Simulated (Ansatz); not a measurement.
Reference: Ta3N5 (Cmcm), PBEsol, rigid bands (plane waves, PAW, scalar-relativistic; Ansatz, a quantum-chemistry and plane-wave program); axes and stresses refer to this cell.

```xyz
16
Lattice="1.9389 -5.1078 0.0000 1.9389 5.1078 0.0000 0.0000 0.0000 10.2372" Properties=species:S:1:pos:R:3 pbc="T T T"
Ta     1.9389     3.0772     7.6779
Ta     1.9389    -3.0772     2.5593
Ta     1.9389    -3.7419     9.6302
Ta     1.9389     3.7419     0.6071
Ta     1.9389     3.7419     4.5116
Ta     1.9389    -3.7419     5.7257
N      1.9389     4.6277     9.0094
N      1.9389    -4.6277     1.2278
N      1.9389    -4.6277     3.8908
N      1.9389     4.6277     6.3464
N      1.9389    -1.9544     0.7504
N      1.9389     1.9544     9.4869
N      1.9389     1.9544     5.8690
N      1.9389    -1.9544     4.3683
N      1.9389     2.6989     2.5593
N      1.9389    -2.6989     7.6779
```

The electron mass along x is 0.187 mₑ. The hole mass along z comes out as 0.44 mₑ and the band gap is 1.15 eV.

Q: Change: functional r2SCAN on the same cell. What happens to electron mass along x, hole mass along z, band gap?

A: electron mass along x increases to 0.21 mₑ; hole mass along z moves little, to 0.44 mₑ; band gap rises to 1.56 eV.

Masses are for dilute carriers at 300 K, harmonic means over directions unless an axis is named. Spin-orbit coupling is left out unless a row names it. 

Formula and space group known from diffraction (Crystallography Open Database), not checked to be the room-temperature form: Ta3N5 (Cmcm).
